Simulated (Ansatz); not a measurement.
Take CdSe in the wurtzite structure (space group P6_3mc, No. 186; a = 4.302 Å, c = 7.021 Å) as the base. Axes: x lies along a and z along c of the hexagonal cell.

Calculations: PBEsol/PAW in Ansatz (an electronic-structure program), spin-orbit coupling left out.

Base values:

The width of the top valence band comes out as 1.75 eV. The band gap comes out as 0.54 eV.

Modification: tensile biaxial strain of 3.00 % in the plane normal to [001], as in epitaxy on a mismatched substrate; the out-of-plane cell vector and the atoms relax.

Task: What happens to the width of the top valence band and band gap?

Result: The width of the top valence band drops by 0.06 eV, from 1.75 eV to 1.69 eV; the band gap shrinks by 0.12 eV (0.54 eV → 0.42 eV).

Whether these cells are dynamically stable was not tested.
